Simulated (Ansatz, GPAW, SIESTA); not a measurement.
**Code comparison for GaGePt6 (I-42m, 8 atoms in the cell)**

Self-consistent single point.

```
CELL_PARAMETERS angstrom
     -2.76055     2.76055     3.97615
      2.76055    -2.76055     3.97615
      2.76055     2.76055    -3.97615
ATOMIC_POSITIONS crystal
  Ga 0.00000 0.00000 0.00000
  Ge 0.50000 0.50000 0.00000
  Pt 0.94343 0.94343 0.39588
  Pt 0.05657 0.45245 0.00000
  Pt 0.54755 0.54755 0.60412
  Pt 0.45245 0.05657 0.00000
  Pt 0.50000 0.00000 0.50000
  Pt 0.00000 0.50000 0.50000
```

Shared settings, as Ansatz (a program for electronic structure) writes them: kpoints.mp_grid.grid = 7 7 7; scf.occupations.method = gaussian; scf.occupations.width = 0.2 eV. Potentials and cutoffs stand in the table.

```json
[
 {"code": "SIESTA", "model": "GGA PBEsol, numerical atomic orbitals DZP, PseudoDojo PBEsol standard norm-conserving potentials (rewritten from UPF to PSML)", "pressure (GPa)": "-3.72", "largest force (eV/Å)": "0.402", "cutoff": "grid 350 Ry"},
 {"code": "GPAW", "model": "PBEsol, GPAW PAW datasets PBEsol (made by gpaw-setup)", "pressure (GPa)": "-3.62", "largest force (eV/Å)": "0.132", "cutoff": "600 eV"},
 {"code": "Ansatz", "model": "PBEsol, PAW files made with PBE", "pressure (GPa)": "-3.82", "largest force (eV/Å)": "0.111", "cutoff": "420 eV"}
]
```

On Ansatz's run: spin-orbit coupling is off. Spin polarisation is off.

The spread over the programs that give each value: pressure within 0.20 GPa; largest force within 0.291 eV/Å.

SIESTA uses small atom-centred bases, whose incompleteness enters pressures, forces and empty levels differently from a plane-wave cutoff. Ansatz's pressure is given at a fixed set of plane waves, as the other plane-wave codes print theirs; with its correction for the finite basis it is -3.75 GPa. In the force vectors, SIESTA (by 0.289) lies more than 0.08 eV/Å from the median of the plane-wave programs.

On the base mesh (5 5 5) the same programs gave: Ansatz pressure -3.85 GPa; GPAW pressure -3.63 GPa; SIESTA pressure -3.74 GPa.

The starting cell comes from a database of computed structures (which also holds hypothetical and non-ambient phases and stackings), without a prior relaxation at this level.

Keys are those of Ansatz 0.2.
